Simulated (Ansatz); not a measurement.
## A computed series for Pt: response to strain

The reference is Pt in the fcc (Cu type) structure (space group Fm-3m, No. 225; a = 3.9415 Å; relaxed with 0.1 eV smearing). Axes: x, y, z lie along the cube axes.

Strains are applied to the cell and any free atomic positions relax; under biaxial strain the out-of-plane vector relaxes too; under stress the whole cell relaxes.

Level of theory: r2SCAN (Ansatz, a quantum-chemistry and plane-wave program), no SOC, earlier PAW set.

Notes on the quantities. energy relative to the base: free energy F; pressure: mean of the normal stresses, compression positive.

```tsv
case	energy relative to the base	space group	pressure	volume per atom
base	0 meV/atom	Fm-3m (No. 225)	0.0 GPa	15.31 Å³
biaxial strain −2.51 %, plane normal [001], relaxed out of plane	+16 meV/atom	I4/mmm (No. 139)	4.9 GPa	15.07 Å³
biaxial strain −2.05 %, plane normal [001], relaxed out of plane	+11 meV/atom	I4/mmm (No. 139)	3.8 GPa	15.12 Å³
biaxial strain −1.74 %, plane normal [001], relaxed out of plane	?	I4/mmm (No. 139)	?	?
biaxial strain −1.46 %, plane normal [001], relaxed out of plane	+5.2 meV/atom	I4/mmm (No. 139)	2.6 GPa	15.17 Å³
biaxial strain −2.26 %, plane normal [110], relaxed out of plane	+11 meV/atom	Immm (No. 71)	2.8 GPa	15.19 Å³
isotropic strain −2.08 %	+55 meV/atom	Fm-3m (No. 225)	20.2 GPa	14.37 Å³
isotropic strain +1.49 %	+24 meV/atom	Fm-3m (No. 225)	-10.6 GPa	16.00 Å³
uniaxial stress, 0.5 GPa tension along x	+0.1 meV/atom	I4/mmm (No. 139)	–	15.32 Å³
tensor shear ε_xy = −2.29 %	+7.4 meV/atom	Immm (No. 71)	0.6 GPa	15.30 Å³
```

Question: Complete the table.

Answer: 
- biaxial strain −1.74 %, plane normal [001], relaxed out of plane, energy relative to the base: +7.5 meV/atom
- biaxial strain −1.74 %, plane normal [001], relaxed out of plane, pressure: 3.2 GPa
- biaxial strain −1.74 %, plane normal [001], relaxed out of plane, volume per atom: 15.15 Å³

Beyond what the load breaks, stability against distortions was not tested. The final runs are not spin-polarised. Pt lies near a magnetic instability that expansion can trigger; it was not tested.
